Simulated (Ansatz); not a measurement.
The starting structures come from a database of crystals and need not be the phases stable at ambient conditions.

 Where the default PAW files enter, the runs use the earlier of Ansatz's two default sets.

Inside the gap of an insulator the Bloch states are evanescent, with a wavenumber k + iκ along the transport direction.

```
CELL_PARAMETERS angstrom
      5.34780     0.00000     0.00000
     -2.67390     4.63133     0.00000
      2.67390     1.54378     4.36646
ATOMIC_POSITIONS crystal
  K  0.50000 0.25000 0.25000
  K  0.50000 0.75000 0.75000
  Pt 0.00000 0.00000 0.00000
```

Space group of this cell: Fm-3m. The cell is taken as given.

Transport runs along the normal of the first two printed cell vectors, the (111) plane of the conventional cell.

No gap correction and no spin-orbit coupling; mid-gap values are interpolated between computed energies.

### Question
Give the band gap and the smallest decay constant κ at mid-gap that r2SCAN (Ansatz, a first-principles code) yields.

### Answer
Gap 1.56 eV on a 8×8×8 mesh; κ = 0.228 1/Å, at the zone centre.
